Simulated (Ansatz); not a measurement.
**Phonon-limited transport in Pd3In (Pm-3m)**

Here is the system:

```xyz
4
Lattice="3.9698 0.0000 0.0000 0.0000 3.9698 0.0000 0.0000 0.0000 3.9698" Properties=species:S:1:pos:R:3 pbc="T T T"
In     0.0000     0.0000     0.0000
Pd     1.9849     1.9849     0.0000
Pd     0.0000     1.9849     1.9849
Pd     1.9849     0.0000     1.9849
```

All values below come from PBEsol, DFPT electron-phonon coupling, linearised Boltzmann equation (plane waves, PAW, scalar-relativistic; Ansatz, an electronic-structure program). Geometry: relaxed with this functional, without spin-orbit coupling.

| Quantity | Result |
|---|---|
| resistivity at 300 K | 10.9 μΩ·cm |
| resistivity at 77 K | 1.95 μΩ·cm |
| electron mean free path at 300 K (weighted by the current that each state carries) | 11.5 nm |
| density of states at the Fermi level | 1.66 states/(eV·spin·cell) |
| Drude plasma energy | 5.2 eV |

A metal at this level (no band gap). Only scattering by harmonic phonons is included (no impurities, grain boundaries, electron-electron scattering or thermal expansion). Spin-orbit coupling is left out. The run warned that the eigensolver left some states short of its tolerance. Halving the electron mesh (20x20x20) moves the resistivity by up to 3 % at 300 K, the mean free path by up to 5 %. Smearing 0.20 eV; phonons on a 4x4x4 q mesh, which this run doesn't test and which matters most at low temperature.

Computed structure with no diffraction record at hand here (it may be known, metastable or hypothetical): Pd3In (Pm-3m).
